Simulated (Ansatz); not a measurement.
Consider CdS in the wurtzite structure (space group P6_3mc, No. 186; a = 4.124 Å, c = 6.708 Å). Axes: x lies along a and z along c of the hexagonal cell.

Calculations: plane-wave PAW DFT at the PBEsol level (Ansatz, a program for electronic structure, 420 eV), without spin-orbit coupling.

For the base:

| Quantity | Value |
|---|---|
| Electron mass | 0.11 mₑ along c, 0.12 mₑ across (at Γ) |
| Width of the top valence band | 1.74 eV |

It is then changed as follows: the cell is compressed by 2.40 % along z with no lateral relaxation; the atoms relax in the strained cell.

Q: Estimate the effect on the electron mass.

A: The electron mass changes from 0.11 mₑ along c, 0.12 mₑ across (at Γ) to 0.12 mₑ (at Γ).

Q: Estimate the effect on the width of the top valence band.

A: The width of the top valence band increases by 0.08 eV, from 1.74 eV to 1.82 eV.

Q: How does this affect the stress?

A: The stress (xx, yy, zz, yz, xz, xy; compression positive) comes out as (1.18, 1.18, 2.30, 0.00, 0.00, 0.00) GPa.

The levels and masses belong to the bands next to the band gap. Effective masses come from finite differences of ±0.01 Å⁻¹. Stability against distortions was not tested.
